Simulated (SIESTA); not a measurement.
Troubleshooting SIESTA: a failed run on BaLaMg14 (Amm2, 16 atoms in the cell). The aim is a self-consistent single point with DFT, GGA PBEsol, numerical atomic orbitals DZP, PseudoDojo PBEsol standard norm-conserving potentials (rewritten from UPF to PSML).

Cell that was meant: a = 10.7807 Å, b = 6.7573 Å, c = 6.7573 Å, α = 59.65°, β = 90.00°, γ = 90.00°.

Part of the input:

```
XC.authors                   PBEsol
PAO.BasisSize                DZP
PAO.EnergyShift              0.01 Ry
MeshCutoff                   300
%block kgrid.MonkhorstPack
    3   0   0  0.0
    0   5   0  0.0
```

Log, with long lists cut:

```
reinit: Reading from file input.fdf

reinit: System Name: BaLaMg14
reinit: System Label: balamg14

coor:   Atomic-coordinates input format  =     Cartesian coordinates
coor:                                            (in Bohr units)

siesta: Atomic coordinates (Bohr) and species
siesta:     10.18627   0.00000  14.71766  1        1
siesta:     10.18627  -0.00000   3.56897  2        2
siesta:      0.00000  -0.00000   3.74622  3        3
siesta:      0.00000   0.00000  14.80297  3        4
siesta:     10.18627  -3.16518   9.21244  3        5
siesta:     10.18627   3.16518   9.21244  3        6
siesta:      0.00000  -3.15896   9.20424  3        7
siesta:      0.00000   3.15896   9.20424  3        8
siesta:      4.66409  -3.24647  12.84322  3        9
siesta:     15.70845   3.24647  12.84322  3       10
siesta:     15.70845  -3.24647  12.84322  3       11
siesta:      4.66409   3.24647  12.84322  3       12
siesta:      5.00778  -0.00000   7.46119  3       13
siesta:     15.36477  -0.00000   7.46119  3       14
siesta:      4.86272   0.00000  18.64401  3       15
siesta:     15.50982   0.00000  18.64401  3       16

siesta: System type = bulk

initatomlists: Number of atoms, orbitals, and projectors:     16   154   162

siesta: ******************** Simulation parameters ****************************
redata: Spin configuration                          = none
redata: Time-Reversal Symmetry                      = T
redata: Number of Atomic Species                    =        3
ERROR

FDF module: fdf_physical:  no unit specified for MeshCutoff

     File: fdf.F90
     Line:  2144
Note: The following floating-point exceptions are signalling: IEEE_INVALID_FLAG IEEE_OVERFLOW_FLAG
STOP Stopping Program
```

Problem. Read the log: what does the program object to, and what is the fix?

Solution. The fault is an energy without its unit. The key takes a value and a unit. To fix it, add the unit. The program stopped before any SCF iteration.

The sound input it was made from differs as follows (other fixes are possible):
```diff
-MeshCutoff                   300
+MeshCutoff                   300 Ry
```

With that input, the run converged in 20 iterations: free energy E − TS -24293.1062 eV; Fermi level (on the code's own zero) -3.23 eV; pressure -0.18 GPa; largest force (vector length) 0.189 eV/Å (DFT, GGA PBEsol, numerical atomic orbitals DZP, PseudoDojo PBEsol standard norm-conserving potentials (rewritten from UPF to PSML)).

On the sound input: the starting cell comes from a database of computed structures (which also holds hypothetical and non-ambient phases and stackings), without a prior relaxation at this level. Its lattice was rescaled by a random factor within 2.5 % of one. Values carry the incompleteness of an atom-centred basis.
